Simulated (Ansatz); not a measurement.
Consider K₂S in the anti-fluorite structure (space group Fm-3m, No. 225).

```
K2S
1.0
    0.00000     3.66799     3.66799
    3.66799     0.00000     3.66799
    3.66799     3.66799     0.00000
K S
2 1
Direct
  0.25000   0.25000   0.25000
  0.75000   0.75000   0.75000
  0.00000   0.00000   0.00000
```

Cartesian axes are those of the cell as printed.

Method: PBEsol (Ansatz, a first-principles code, PAW, no spin-orbit coupling).

Before the change:

The shortest interatomic distance comes out as 3.177 Å.

It is then changed as follows: compressive biaxial strain of 1.67 % in the plane normal to [111], as in epitaxy on a mismatched substrate; the out-of-plane cell vector and the atoms relax.

Q: What happens to the out-of-plane strain, shortest interatomic distance and in-plane stress?

A: The out-of-plane strain is +1.51 %; the shortest interatomic distance falls by 0.034 Å (3.177 Å → 3.143 Å); the mean in-plane stress (compression positive) amounts to +0.6 GPa.

Whether these cells are dynamically stable was not tested.
